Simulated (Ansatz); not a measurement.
Results of HSE06 (PAW; Ansatz, a first-principles code) for L1₀ (CuAu-type) TiAl.

Settings: plane-wave cutoff 520 eV, 12×12×8 k mesh (along the axes of the cell as run), Fermi–Dirac smearing 0.1 eV (set by the program), no spin polarisation, scalar-relativistic PAW data made under PBE.

Computed at the level's own relaxed cell.

```yaml
crystal:
  lattice:
    - [2.81003, 0.00000, 0.00000]
    - [0.00000, 2.81003, 0.00000]
    - [0.00000, 0.00000, 4.05894]
  atoms:
    - { symbol: Ti, position: [0.00000, 0.00000, 0.00000] }
    - { symbol: Al, position: [0.50000, 0.50000, 0.50000] }
```

Give the elastic tensor (Voigt notation, GPa, ions relaxed, in the Cartesian axes of the cell as printed).


```
  225.6    68.0    79.0     0.0     0.0     0.0
   68.0   225.6    79.0     0.0     0.0     0.0
   79.0    79.0   196.4     0.0     0.0     0.0
    0.0     0.0     0.0   124.8     0.0     0.0
    0.0     0.0     0.0     0.0   124.8     0.0
    0.0     0.0     0.0     0.0     0.0    56.0
```

Measured, for comparison: elastic constant C11 187 GPa, elastic constant C12 75 GPa, elastic constant C44 109 GPa, elastic constant C33 183 GPa, elastic constant C13 75 GPa, elastic constant C66 81 GPa (0 K, extrapolated to 0 K, Ti-56 at.% Al crystal; axes of the face-centred tetragonal cell; as tabulated in Qi et al. (2023), arXiv:2305.11825). Computed (rounded) less measured: elastic constant C11 +21 %, elastic constant C12 -9 %, elastic constant C44 +15 %, elastic constant C33 +7 %, elastic constant C13 +5 %, elastic constant C66 -31 %.

Note: hybrids on metals are sensitive to the k mesh; the run warned that the count of filled bands differs between k points.

Static lattice: no zero-point or thermal effects.
